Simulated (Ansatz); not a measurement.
Input and output of a dielectric-response calculation for BAs (F-43m, 2 atoms in the cell) (Ansatz, a first-principles code).

Computed with PBE (plane waves, PAW; Ansatz).

```
BAs
1.0
    0.00000     2.38283     2.38283
    2.38283     0.00000     2.38283
    2.38283     2.38283     0.00000
B As
1 1
Direct
  0.00000   0.00000   0.00000
  0.25000   0.25000   0.25000
```

Reference input (self-consistent single point, DFT, PBE, plane waves, default PAW files): basis.ecutwfc = 420 eV; kpoints.mp_grid.grid = 9 9 9; hamiltonian.xc = pbe; hamiltonian.pseudopotentials = {kind: paw} (the program's default PAW files); scf.occupations.method = fermi_dirac; scf.occupations.width = 0.02 eV. This run's input differs from it in these lines:

Ansatz 0.2 input:
```diff
@@ -13,3 +13,3 @@
   mp_grid:
-    grid: [9, 9, 9]
+    grid: [22, 22, 22]
 hamiltonian:
@@ -20,8 +20,4 @@
   occupations:
-    method: fermi_dirac
-    width: 0.02
-output:
-  forces: true
-  eigenvalues: true
-  stress: true
+    method: fixed
+dielectric: {}
```

Log, with long lists cut:

```
SCF iter   1: F=—  HF=-5012.096632 eV  |F-HF|=—  |Δ(HF+E_count)|=         —  Δρ=8.32e-4  dr2=1.18e-4  ethr=1.77e-3  ⟨swp⟩=4.4  Hψ=100486  notcnv=0  defer=2271
all-band conjugate gradients solve this SCF's bands
preconditioner: auto → none
SCF iter   2: F=—  HF=-5012.096645 eV  |F-HF|=—  |Δ(HF+E_count)|=   1.40e-5  Δρ=4.50e-4  dr2=3.39e-5  ethr=6.57e-7  ⟨swp⟩=2.8  Hψ=47497  notcnv=0  defer=3023
SCF iter   3: F=—  HF=-5012.096670 eV  |F-HF|=—  |Δ(HF+E_count)|=   2.43e-5  Δρ=2.46e-4  dr2=5.73e-6  ethr=1.88e-7  ⟨swp⟩=2.0  Hψ=32458  notcnv=0  defer=356
SCF iter   4: F=—  HF=-5012.096694 eV  |F-HF|=—  |Δ(HF+E_count)|=   2.45e-5  Δρ=5.06e-5  dr2=8.11e-7  ethr=3.18e-8  ⟨swp⟩=2.6  Hψ=33660  notcnv=0  defer=19
SCF iter   5: F=—  HF=-5012.096694 eV  |F-HF|=—  |Δ(HF+E_count)|=   8.21e-9  Δρ=8.11e-6  dr2=2.32e-8  ethr=4.51e-9  ⟨swp⟩=2.0  Hψ=33660  notcnv=0
SCF iter   6: F=—  HF=-5012.096694 eV  |F-HF|=—  |Δ(HF+E_count)|=   5.58e-9  Δρ=3.62e-6  dr2=3.41e-9  ethr=1.29e-10  ⟨swp⟩=2.3  Hψ=25386  notcnv=0
SCF iter   7: F=-5012.096694 eV  HF=-5012.096694 eV  |F-HF|=3.64e-12  |Δ(HF+E_count)|=   1.56e-9  Δρ=1.57e-7  dr2=6.51e-12  ethr=1.00e-12  ⟨swp⟩=2.0  Hψ=82037  notcnv=0
SCF 1 converged in 7 iterations: F = -5012.096694 eV  dr2 = 6.51e-12
DFPT response loops at Γ: preconditioner auto → none (the input reference at scf.mixing.eps_inf says where Resta's filter doesn't serve); β = 0.50 …
Free energy (F): -5012.096694 eV
Internal energy: -5012.096694 eV  (E = F + TS)
E sigma→0 (E₀):  -5012.096694 eV
Fermi energy:    11.239823 eV
--- Dielectric response (ions clamped): 1 representative field direction + reference, on 1530 of 10648 k-points (Σ response iterations 7) ---
  k mesh reduced under 4 symmetry operations, with k and −k counted as one. Each operation leaves every solved perturbation unchanged …
  ε∞ (high-frequency dielectric tensor):
        9.743884     0.000000     0.000000
   [... lines left out ...]
         0.00000   -0.52203    0.00000
         0.00000    0.00000   -0.52203
    site 1:
         0.52203    0.00000   -0.00000
        -0.00000    0.52203   -0.00000
        -0.00000   -0.00000    0.52203
  Z* charge neutrality: 3.883e-8 e pre-enforcement
  k-mesh period / interband length: 74.1 Å / 2.96 Å = 25.04 at k = (0.0000, 0.0000, 0.0000), direct gap 3.290 eV — 14 or more, which is no proof of convergence
```

The run converged in 7 iterations. 

Summary of the result:
```
Property                                                                                             Value
----------------------------------------------------------------------------------------  ----------------
Free energy E − TS (on the zero of these files)                                              -5012.0967 eV
Top of the valence band (on the code's own zero)                                                  11.24 eV
Gap on the k-point mesh                                                                            1.18 eV
ε∞ at this k-point mesh, which may be far from converged in small-gap cells (xx, yy, zz)  9.74, 9.74, 9.74
Born charges at this mesh (mean of the diagonal, e)                                       B -0.52, As 0.52
```

The starting cell has typed, rounded lattice constants, without a prior relaxation at this level. Its lattice was rescaled by up to half a per cent.

Cost on one core of a shared machine: roughly 3 min.
